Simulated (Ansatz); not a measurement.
O on the 1x1 (111) surface of fcc Cu, one in a 2x2 cell, energies for each (22.8 Å²). Energies are against ½ O2(g), without zero-point or thermal terms; each row is named by its start.

All values below come from PBE (plane waves to 420 eV, PAW; Ansatz, a program for electronic structure).

Set-up: 17 atoms, 6.2 Å thick at the start under the adsorbate (thin: gaps and levels are the slab's own); mesh 6x6x1; 0.1 eV smearing; dipole correction on; 8 atoms held, the rest relaxed; each run with such symmetry as its start has; spin-polarised, no spin-orbit, no U, no dispersion correction.

A negative adsorption energy means that the adsorbate is more stable on the surface than in its reference. Heights count from the host atoms within 0.3 Å of the top one.

```tsv
starting site	E_ads (eV)	height (Å)	nearest host atom (Å)	bonded to	Δ work function (eV)	lateral drift (Å)	moment (μB)
top Cu	0.34	1.66	Cu 1.73	Cu	?	0.0	0.0
hollow Cu-Cu-Cu over Cu at depth 2.1 Å	?	1.15	Cu 1.89	3 Cu	?	0.0	0.0
hollow Cu-Cu-Cu over Cu at depth 4.1 Å	-1.53	1.13	Cu 1.88	3 Cu	0.93	0.0	0.0
bridge Cu-Cu (span 2.6 Å)	-1.53	?	Cu 1.88	3 Cu	0.93	0.7	0.0
```

Task: Some entries are withheld; supply them.

Result: 
- top Cu, Δ work function (eV): 2.11
- hollow Cu-Cu-Cu over Cu at depth 2.1 Å, E_ads (eV): -1.39
- hollow Cu-Cu-Cu over Cu at depth 2.1 Å, Δ work function (eV): 0.99
- bridge Cu-Cu (span 2.6 Å), height (Å): 1.14
